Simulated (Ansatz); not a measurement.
Start from WSi2 (space group I4/mmm, No. 139; a = 3.185 Å, c = 7.773 Å; relaxed with 0.1 eV smearing).

The values are results of plane-wave PAW DFT at the LDA level (Ansatz, a program for electronic structure, 420 eV), scalar-relativistic without spin-orbit coupling, not measurements.

Before the change:

```
Quantity   Result
--------  -------
Pressure  0.0 GPa
Band gap     zero
```

Now apply this change: the cell is scaled by 0.9700 in all directions; the atoms relax in the strained cell.

**Question.** How does this affect the largest internal atomic displacement?

**Answer.** The largest internal atomic displacement comes out as 0.010 Å.

**Question.** What happens to the energy relative to the base?

**Answer.** The energy grows by 88 meV/atom.

**Question.** What does the calculation give for the pressure after the change?

**Answer.** The pressure (mean of the normal stresses, compression positive) goes from zero to 26.7 GPa.

**Question.** What does the calculation give for the band gap after the change?

**Answer.** The band gap remains zero.

No phonon test of stability was made. All final runs are without spin polarisation.
